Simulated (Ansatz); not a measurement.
**Effective masses and thermopower of La2Zr2O7 (Fd-3m)**

Given:

```xyz
22
Lattice="0.0000 5.3687 5.3687 5.3687 0.0000 5.3687 5.3687 5.3687 0.0000" Properties=species:S:1:pos:R:3 pbc="T T T"
La     4.0265     4.0265     1.3422
La     4.0265     1.3422     4.0265
La     1.3422     1.3422     1.3422
La     1.3422     4.0265     4.0265
Zr     4.0265     4.0265     6.7108
Zr     4.0265     6.7108     4.0265
Zr     6.7108     6.7108     6.7108
Zr     6.7108     4.0265     4.0265
O      2.6843     2.6843     2.6843
O      0.0000     0.0000     0.0000
O      8.0530     5.8213     8.0530
O      7.6004     5.3687     5.3687
O      8.0530    10.2847     8.0530
O      3.1370     5.3687     5.3687
O      8.0530     8.0530     5.8213
O      5.3687     7.6004     5.3687
O      8.0530     8.0530    10.2847
O      5.3687     3.1370     5.3687
O      5.8213     8.0530     8.0530
O      5.3687     5.3687     7.6004
O     10.2847     8.0530     8.0530
O      5.3687     5.3687     3.1370
```

All values below come from PBEsol, rigid bands (plane waves, PAW, scalar-relativistic; Ansatz, a program for electronic structure). How the cell was made: cell and atoms relaxed with PBEsol.

| Item | Result |
|---|---|
| band gap | 3.89 eV |
| electron conductivity mass (300 K, dilute) | 1.19 mₑ |
| hole conductivity mass (300 K, dilute) | 1.75 mₑ |
| effective density of states N_c (300 K) | 2.9e19 cm⁻³ |
| effective density of states N_v (300 K) | 2.6e20 cm⁻³ |
| density-of-states mass, electrons | 1.09 mₑ |
| density-of-states mass, holes | 4.7 mₑ |
| Seebeck coefficient, n-type 1e19 cm⁻³, 300 K | -301 μV/K |
| best n-type power factor at 300 K for τ = 10 fs (best axis; densities from 1e16 to 1e21 cm⁻³ tried, whether or not they can be reached) | 3.4 μW/(cm·K²) at 1e20 cm⁻³ |
| Seebeck coefficient, p-type 1e19 cm⁻³, 300 K | 526 μV/K |

Rigid bands; masses and Seebeck coefficients take one relaxation time τ for all states and one kind of carrier; polarons and phonon drag are left out. Spin-orbit coupling is left out; where it splits the top of the valence band, N_v and the p-type Seebeck coefficient come out somewhat high without it.

Formula and space group known from diffraction (Crystallography Open Database), not checked to be the room-temperature form: La2Zr2O7 (Fd-3m).
